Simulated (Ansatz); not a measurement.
Take ZnO in the wurtzite structure (space group P6_3mc, No. 186; a = 3.235 Å, c = 5.211 Å) as the base.

The values are results of Kohn–Sham DFT with the r2SCAN functional, run in Ansatz (a quantum-chemistry and plane-wave program) with PAW and 500 eV plane waves, no spin-orbit coupling, not measurements.

For the base:

```
Item                                   Result
-----------------------------  --------------
Pressure                             0.00 GPa
Band gap                              1.24 eV
Electron mass                  0.19 mₑ (at Γ)
Width of the top valence band         1.83 eV
```

The change: every lattice vector is shortened by 4.77 %, atoms relaxed at fixed cell.

Problem. How does this affect the pressure, energy relative to the base, band gap, electron mass and width of the top valence band?

Solution. The pressure (mean of the normal stresses, compression positive) goes from zero to 30.36 GPa; the energy goes up by 134 meV/atom; the band gap rises by 0.21 eV (1.24 eV → 1.45 eV); the electron mass goes from 0.19 mₑ (at Γ) to 0.22 mₑ (at Γ); the width of the top valence band increases by 0.38 eV (1.83 eV → 2.21 eV).

The cells carry an imposed strain or load. Effective masses come from finite differences of ±0.01 Å⁻¹. No phonon test of stability was made.
